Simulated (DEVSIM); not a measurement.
Device: illuminated Si p-on-n cell, one wavelength, with a back-surface field, at 300 K.

| layer (left to right) | material | thickness (μm) | Nd (cm⁻³) | Na (cm⁻³) | τn (s) | τp (s) | absorption coefficient (cm⁻¹) |
|---|---|---|---|---|---|---|---|
| 1 | Si | 0.0860 | - | 7.6e17 | 4.6e-5 | 0.00028 | 380 |
| 2 | Si | 74.0 | 1.1e16 | - | 0.00046 | 0.00046 | 380 |
| 3 | Si | 0.390 | 9.5e18 | - | 0.00046 | 0.00046 | 380 |

Left contact: ohmic, minority electron recombination velocity 1000 cm/s. Right contact: ohmic, minority hole recombination velocity 600 cm/s. Voltage is applied to the left contact. Recombination: SRH at mid-gap, radiative, Auger. Light enters at the left, 5.2e17 photons cm⁻² s⁻¹, one pass, no reflection. Mobility is μmin + (μ − μmin)/(1 + (N/Nref)^α).

The device is made up for the run: typed textbook-type constants, with dimensions and the other settings drawn at random. Values at 300 K.

```csv
parameter,Si
gap (eV),1.124
affinity (eV),4.05
permittivity,11.7
Nc (cm⁻³),2.86e19
Nv (cm⁻³),3.1e19
μn (cm²/Vs),1417
μp (cm²/Vs),470
"μn,min",52
"μp,min",45
"Nref,n",9.7e16
"Nref,p",2.2e17
αn,0.68
αp,0.72
B (cm³/s),4.7e-15
Cn (cm⁶/s),2.8e-31
Cp (cm⁶/s),9.9e-32
```

DEVSIM, 1D drift-diffusion, Boltzmann statistics, complete ionisation; no tunnelling, impact ionisation, image-force lowering or self-heating.

Base results: short-circuit current (mA/cm²) 78.2; share of generated pairs collected at short circuit 0.997; fill factor 0.84; largest power (mW/cm²) 48.1.

### Question
What follows from this one change: recombination velocity at the right contact 600 → 1e+06 cm/s?

### Answer
short-circuit current 78.2 → 77.4 mA/cm²; share of generated pairs collected at short circuit 0.997 → 0.987; fill factor little changed (0.84); largest power 48.1 → 45.8 mW/cm².

### Question
What follows from this one change: recombination velocity at the left contact 1000 → 1e+07 cm/s?

### Answer
short-circuit current little changed (78.1 mA/cm²); share of generated pairs collected at short circuit little changed (0.996); fill factor 0.84 → 0.82; largest power 48.1 → 36.3 mW/cm².

### Question
What follows from this one change: thickness of layer 2 74 → 220 μm?

### Answer
short-circuit current 78.2 → 82.5 mA/cm²; share of generated pairs collected at short circuit 0.997 → 0.990; fill factor little changed (0.83); largest power 48.1 → 49.4 mW/cm².
